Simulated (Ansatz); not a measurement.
## GaSb, pressure series

Start from GaSb in the zinc blende structure (space group F-43m, No. 216; a = 6.132 Å).

Cell and atoms are relaxed at each pressure.

Method: plane-wave PAW DFT at the r2SCAN level (Ansatz, a first-principles code, 500 eV), no spin-orbit coupling.

Computed cases, in order: pressure −2 GPa; pressure −1 GPa; 0 GPa (base); pressure 0.9 GPa; pressure 2.1 GPa; pressure 4.5 GPa; pressure 9 GPa; pressure 15 GPa; pressure 22.5 GPa; pressure 30 GPa.

**Question.** Between which two neighbouring cases does the gap turn between direct and indirect?

**Answer.** Between pressure 2.1 GPa (0.69 eV, direct at Γ) and pressure 4.5 GPa (0.85 eV, indirect, Γ → L). The whole series: pressure −2 GPa: 0.10 eV, direct at Γ; pressure −1 GPa: 0.26 eV, direct at Γ; 0 GPa (base): 0.41 eV, direct at Γ; pressure 0.9 GPa: 0.53 eV, direct at Γ; pressure 2.1 GPa: 0.69 eV, direct at Γ; pressure 4.5 GPa: 0.85 eV, indirect, Γ → L; pressure 9 GPa: 0.91 eV, indirect, Γ → Γ–X (79 % along); pressure 15 GPa: 0.79 eV, indirect, Γ → Γ–X (79 % along); pressure 22.5 GPa: 0.66 eV, indirect, Γ → Γ–X (79 % along); pressure 30 GPa: 0.54 eV, indirect, Γ → Γ–X (80 % along).

Spin-orbit coupling, missing from the scalar runs, can matter with Sb. Load acts through the strain it causes; cell and atoms are relaxed under it. Whether these cells are dynamically stable was not tested. Tetrahedral semiconductors of this kind turn to denser phases somewhere between about 1 and 50 GPa; those were not computed, so compressed cells here can lie past the real transition. The zero or small gap of GaSb under pressure −2 GPa and GaSb under pressure −1 GPa can change with the level of theory.
